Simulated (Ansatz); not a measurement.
Start from Zr in the hcp (Mg type) structure (space group P6_3/mmc, No. 194; a = 3.182 Å, c = 5.124 Å; relaxed with 0.1 eV smearing). Axes: x lies along a and z along c of the hexagonal cell.

Method: Kohn–Sham DFT with the PBEsol functional, run in Ansatz (a quantum-chemistry and plane-wave program) with PAW and 420 eV plane waves, without spin-orbit coupling.

Base values:

The shortest interatomic distance is 3.153 Å.

Modification: the symmetric strain tensor [-0.0066 -0.0095 -0.0026; -0.0095 -0.0060 0.0029; -0.0026 0.0029 0.0156]; the atoms relax in the strained cell.

What happens to the stress?

The stress (xx, yy, zz, yz, xz, xy; compression positive) comes out as (0.2, 0.2, -1.7, -0.1, 0.1, 0.6) GPa.

What happens to the shortest interatomic distance?

The shortest interatomic distance falls by 0.016 Å (3.153 Å → 3.137 Å).

Whether these cells are dynamically stable was not tested. All final runs are without spin polarisation.
